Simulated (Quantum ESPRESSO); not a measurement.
Quantum ESPRESSO is run on LaAu2 (Imma, 6 atoms in the cell), and the run fails. The aim is a self-consistent single point with DFT, PBEsol, plane waves, GBRV 1.5 ultrasoft (PBESOL) pseudopotentials.

Cell that was meant: a = 6.0896 Å, b = 6.0896 Å, c = 6.0896 Å, α = 75.72°, β = 93.45°, γ = 46.12°.

Part of the input:

```fortran
    ecutwfc = 40,
    ecutrho = 320,
    occupations = 'smearing',
    smearing = mp,
    degauss = 0.0036749,
/
&ELECTRONS
```

The program printed (abridged):

```
     This program is part of the open-source Quantum ESPRESSO suite
     for quantum simulation of materials; please cite

 %%%%%%%%%%%%%%%%%%%%%%%%%%%%%%%%%%%%%%%%%%%%%%%%%%%%%%%%%%%%%%%%%%%%%%%%%%%%%%
     Error in routine  read_namelists (1):
      bad line in namelist &system: "    degauss = 0.0036749," (error could be in the previous line)
 %%%%%%%%%%%%%%%%%%%%%%%%%%%%%%%%%%%%%%%%%%%%%%%%%%%%%%%%%%%%%%%%%%%%%%%%%%%%%%

     stopping ...
```

### Question
From the messages shown, name the fault and mend the input.

### Answer
The fault is a string without quotes in a namelist. Fortran namelists need character values in quotes. To fix it, quote the value. The program stopped before any SCF iteration.

The sound input it was made from differs as follows (other fixes are possible):
```diff
-    smearing = mp,
+    smearing = 'mp',
```

With that input, the run converged in 18 iterations: free energy E − TS -9030.2052 eV; Fermi level (on the code's own zero) 12.59 eV; pressure -5.34 GPa; largest force (vector length) 0.066 eV/Å (DFT, PBEsol, plane waves, GBRV 1.5 ultrasoft (PBESOL) pseudopotentials).

On the sound input: the starting cell comes from a database of computed structures (which also holds hypothetical and non-ambient phases and stackings), without a prior relaxation at this level. Its lattice was rescaled by a random factor within 2.5 % of one. With a pressure of about -5 GPa the cell is away from its equilibrium volume at this level.
